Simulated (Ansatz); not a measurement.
Results of LDA in Ansatz (PAW) for PbTe2 (model structure, started from the rutile type, P4₂/mnm, No. 136, 6 atoms in the cell).

Numerical settings: plane-wave cutoff 520 eV, 8×8×12 k mesh (along the axes of the cell as run), Fermi–Dirac smearing 0.05 eV, scalar-relativistic PAW data made under PBE.

Cell (relaxed at this level):

Space group P4₂/mnm (No. 136); a = 6.2247 Å, b = 6.2247 Å, c = 5.6733 Å, α = 90.00°, β = 90.00°, γ = 90.00°

| atom | site | symmetry | x | y | z |
|---|---|---|---|---|---|
| Pb | 2a | m.mm | 0.0000 | 0.0000 | 0.0000 |
| Te | 4f | m.2m | 0.3379 | 0.3379 | 0.0000 |

### Question
Give the computed bulk modulus.

### Answer

bulk modulus: 33.5 GPa

The run finds no gap.

Note: the bulk modulus is −V dP/dV from two relaxed cells at ±2 % in volume; the relaxation could raise the start's symmetry but not lower it, so the cell can be a saddle point.

Spin–orbit coupling is not included; it can open a gap where bands touch, and shift volumes and moduli.

The result took roughly 50 core-minutes.

A model structure was made by putting elements into a prototype or built by hand; it is no filed structure, need not be a known phase, and can be a saddle point held by its symmetry.

Ansatz is a program for electronic structure.
